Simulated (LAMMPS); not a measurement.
LAMMPS 22 Jul 2025, classical MD, Buckingham with full ionic charges: MgO, 10648 atoms.

task: MD, nve
potential: Buckingham with full ionic charges
copies of the repeat unit: 11×11×11
shape (slab and sphere leave vacuum in the box): bulk
steps: 200
timestep: 1 fs
neighbor skin: 2 Å
neigh_modify: every 1 delay 0 check yes
thermo: 50
kspace_style: pppm
pair cutoff: 9 Å
newton: on (default)
atom_modify sort (bins of 2 Å where set): 1000 (default)
comm_style: brick (default)
box: 46.3 × 46.3 × 46.3 Å
start: generated rock salt lattice, warmed in an untimed run

All runs start from one configuration, warmed at this fixed volume for 1000 steps under a thermostat at 100 K. The reference run has a mean temperature of 99.1 K and a mean pressure of -1.6 GPa.

Differences are taken against the run with kspace_accuracy = 1e-08, kspace_modify order 7; no run here is proven converged. Each setting ran once; only counts and results are compared.

Settings tried, all else as in the reference:
- kspace_accuracy = 1e-05, kspace_modify order 5 diff ik (default)
- kspace_accuracy = 0.001, kspace_modify order 5 diff ik (default)
- kspace_accuracy = 0.0001, kspace_modify order 5 diff ik (default)
- kspace_accuracy = 1e-06, kspace_modify order 5 diff ik (default)
- kspace_accuracy = 0.1, kspace_modify order 5 diff ik (default)
- kspace_accuracy = 0.01, kspace_modify order 5 diff ik (default)

Q: Sort the settings: which keep to the reference within 1.0 meV/atom in energy, 10 meV/Å in forces on 48 atoms (largest component), and which don't?

A: Within it: kspace_accuracy = 1e-06, kspace_modify order 5 diff ik (default); kspace_accuracy = 1e-05, kspace_modify order 5 diff ik (default); kspace_accuracy = 0.0001, kspace_modify order 5 diff ik (default). Outside: kspace_accuracy = 0.001, kspace_modify order 5 diff ik (default); kspace_accuracy = 0.01, kspace_modify order 5 diff ik (default); kspace_accuracy = 0.1, kspace_modify order 5 diff ik (default).

```csv
setting,k-space grid,energy against the reference,difference in forces on 48 atoms (largest component)
the reference,144×144×144,—,—
"kspace_accuracy = 1e-06, kspace_modify order 5 diff ik (default)",125×125×125,+0.0058 meV/atom,0.022 meV/Å
"kspace_accuracy = 1e-05, kspace_modify order 5 diff ik (default)",75×75×75,+0.051 meV/atom,0.15 meV/Å
"kspace_accuracy = 0.0001, kspace_modify order 5 diff ik (default)",45×45×45,+0.57 meV/atom,1.2 meV/Å
"kspace_accuracy = 0.001, kspace_modify order 5 diff ik (default)",27×27×27,+7.0 meV/atom,10 meV/Å
"kspace_accuracy = 0.01, kspace_modify order 5 diff ik (default)",16×16×16,+83 meV/atom,85 meV/Å
"kspace_accuracy = 0.1, kspace_modify order 5 diff ik (default)",10×10×10,+580 meV/atom,400 meV/Å
```

Total energies are compared; such shifts often cancel in part in energy differences. Energies and forces are those of the first step; by LAMMPS's own estimate the reference reaches a relative force accuracy of 8e-07. The tolerance is a choice made for this comparison.
